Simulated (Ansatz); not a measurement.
What Sn on a S site (antisite), symmetric start does to SnS2

Base system: a 9-atom supercell of SnS2 in the CdI2 type structure (space group P-3m1, No. 164; a = 3.669 Å, c = 5.808 Å; layered, stacked along the Cartesian z axis) at its relaxed geometry.

Now apply this change: a neutral Sn on a S site (antisite), symmetric start, atoms relaxed at fixed cell.

Calculations: Ansatz (a program for electronic structure), PBE-D3(BJ), PAW, cutoff 420 eV, without spin-orbit coupling, earlier PAW set. Γ-centred 5×5×5 mesh, Fermi–Dirac width 0.01 eV.

| quantity | base | changed | shift |
|---|---|---|---|
| pressure | 0.0 GPa | 2.5 GPa | +2.5 GPa |
| energy gained by relaxation | – | 2.21 eV | – |
| largest displacement of a host atom from its site in the perfect cell | – | 0.21 Å | – |
| shift of the substituted atom off its lattice site | – | 1.09 Å | – |

Final structure:

```
Sn4S5
1.0
    5.50418    -3.17784     0.00000
    0.00000     6.35567     0.00000
   -1.83473    -3.17784     5.80763
Sn S
4 5
Direct
  0.99639   0.98941   0.98698
  0.65969   0.32393   0.98698
  0.33091   0.66063   0.98698
  0.14315   0.61964   0.42945
  0.75268   0.83870   0.25805
  0.41607   0.16548   0.24821
  0.55409   0.78775   0.70111
  0.24670   0.13412   0.70111
  0.90032   0.48035   0.70111
```

Cost of the whole job for the changed cell (relaxation, final SCF and bands): roughly 8 core-minutes.

The magnetic state is the one reached from the starting moments; the real material's order can differ, and small cells can't hold many antiferromagnetic ones. In so small a cell the defect repeats every few ångströms: this is an ordered compound, not a dilute defect. A case with no gap was solved on a k-mesh chosen for an insulator, which is coarse for it. The defect started on the symmetric site and kept its symmetry, so it may sit on a saddle. Starting moments died away, wholly or in part, for Sn on a S site (antisite); another magnetic solution may exist. The defect cell is spin-polarised and ends with 0.0 μB.
